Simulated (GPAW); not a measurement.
Worked example: self-consistent single point of AlFe3C (Pm-3m, 5 atoms in the cell) in GPAW.

Level of theory: LDA (Perdew-Wang 92), GPAW PAW datasets LDA (gpaw-data 1.0.1) (plane waves; GPAW 25.7.0).

The change in words: lattice scaled by 0.98. Reference geometry:
```
CELL_PARAMETERS angstrom
      3.78978     0.00000     0.00000
      0.00000     3.78978     0.00000
      0.00000     0.00000     3.78978
ATOMIC_POSITIONS crystal
  Al 0.00000 0.00000 0.00000
  Fe 0.00000 0.50000 0.50000
  Fe 0.50000 0.00000 0.50000
  Fe 0.50000 0.50000 0.00000
  C  0.50000 0.50000 0.50000
```
Moments meant for the start (each program seeds them in its own way; μB, in the order of the atoms Al Fe Fe Fe C): 0.0 4.0 4.0 4.0 0.0.

Reference input (self-consistent single point, DFT LDA (Perdew-Wang 92), plane waves, GPAW PAW datasets LDA (gpaw-data 1.0.1)): spinpol = true; mode = pw; ecut = 950 eV; xc = LDA; kpts = 7 7 7; mesh shift (steps) = 0 0 0; occupations.name = fermi-dirac; occupations.width = 0.1 eV; nbands = -9; convergence.density = 1e-05 e/electron; convergence.energy = 1e-05 eV/electron; symmetry.symmorphic = false. This run's input differs from it in these lines:

```diff
@@ -5,5 +5,5 @@
 atoms = Atoms(['Al', 'Fe', 'Fe', 'Fe', 'C'],
-              cell=[[3.789780, 0.000000, 0.000000],
-                    [0.000000, 3.789780, 0.000000],
-                    [0.000000, 0.000000, 3.789780]],
+              cell=[[3.713984, 0.000000, 0.000000],
+                    [0.000000, 3.713984, 0.000000],
+                    [0.000000, 0.000000, 3.713984]],
               scaled_positions=[[0.000000, 0.000000, 0.000000],
```

Log, with long lists cut:

```
     iter     time        total  log10-change:  magmom
                         energy   eigst   dens
iter:   1 --:--:--   -45.147835                   +12.0250
iter:   2 --:--:--   -46.252711   -0.19  -1.15    +8.4774
iter:   3 --:--:--   -46.001803   -1.05  -1.24    +5.0843
iter:   4 --:--:--   -46.199780   -1.40  -1.53    +3.1141
iter:   5 --:--:--   -46.220162   -1.81  -1.63    +3.1025
   [... 20 lines left out ...]
iter:  26 --:--:--   -46.286869   -5.19  -2.84    +1.7081
iter:  27 --:--:--   -46.286722   -5.33  -2.91    +1.6776
iter:  28 --:--:--   -46.286173   -4.96  -2.97    +1.6833
   [... lines left out ...]
iter:  47 --:--:--   -46.286225c  -5.35  -3.71    +1.5678
iter:  48 --:--:--   -46.286226c  -6.03  -3.97    +1.5591
iter:  49 --:--:--   -46.286224c  -7.50c -4.00    +1.5617
iter:  50 --:--:--   -46.286233c  -6.77  -3.92    +1.5564
iter:  51 --:--:--   -46.286233c  -7.56c -4.28    +1.5554
iter:  52 --:--:--   -46.286221c  -6.89  -4.32    +1.5552
iter:  53 --:--:--   -46.286234c  -6.88  -3.91    +1.5554
iter:  54 --:--:--   -46.286243c  -7.17  -4.48    +1.5554
iter:  55 --:--:--   -46.286242c  -8.11c -4.71    +1.5554
iter:  56 --:--:--   -46.286240c  -8.46c -4.83    +1.5554
iter:  57 --:--:--   -46.286240c  -8.61c -5.13c   +1.5552
Converged after 57 iterations.

Dipole moment: (-0.000000, -0.000000, -0.000000) |e|*Ang

Total magnetic moment: (0.000000, 0.000000, 1.555155)
Local magnetic moments:
   0 Al ( 0.000000,  0.000000, -0.024706)
   1 Fe ( 0.000000,  0.000000,  0.540178)
   2 Fe ( 0.000000,  0.000000,  0.540178)
   3 Fe ( 0.000000,  0.000000,  0.540178)
   4 C  ( 0.000000,  0.000000, -0.025479)

Energy contributions relative to reference atoms: (reference = -111271.041957)

Kinetic:        +28.319939
Potential:      -23.027701
External:        +0.000000
XC:             -51.916812
Entropy (-ST):   -0.187780
Local:           +0.432225
SIC:             +0.000000
--------------------------
Free energy:    -46.380130
Extrapolated:   -46.286240

Spin contamination: 0.106166 electrons
Showing only first 2 kpts
                      Up                     Down
   [... lines left out ...]
Fermi level: 10.10338
No gap
   [... lines left out ...]
Energy (eV): -46.28624

Forces in eV/Ang:
  0 Al   -0.00000   -0.00000   -0.00000
  1 Fe   -0.00000    0.00000    0.00000
  2 Fe    0.00000    0.00000    0.00000
  3 Fe    0.00000   -0.00000    0.00000
  4 C     0.00000    0.00000    0.00000

Stress tensor:
     0.055239     0.000000     0.000000
     0.000000     0.055239     0.000000
     0.000000     0.000000     0.055239
Stress (GPa, Voigt): [8.8503 8.8503 8.8503 0.     0.     0.    ]
```

The run converged in 57 iterations. GPAW prints stress with tension positive. Against the reference run the free energy goes down by 58.3 meV/atom and the size of the net moment goes from 0.52 to 0.31 μB/atom.

At such cutoffs GPAW's stress carries a finite-basis (Pulay) error, which enters relaxed cells too; its log prints stress with tension positive.

The starting cell comes from a database of computed structures (which also holds hypothetical and non-ambient phases and stackings), without a prior relaxation at this level. For this run, on top of that: lattice scaled by 0.98. The moments shrank to a small part of their start, a low-spin state that need not be the lowest.

Cost on one core of a shared machine: roughly 3 min.
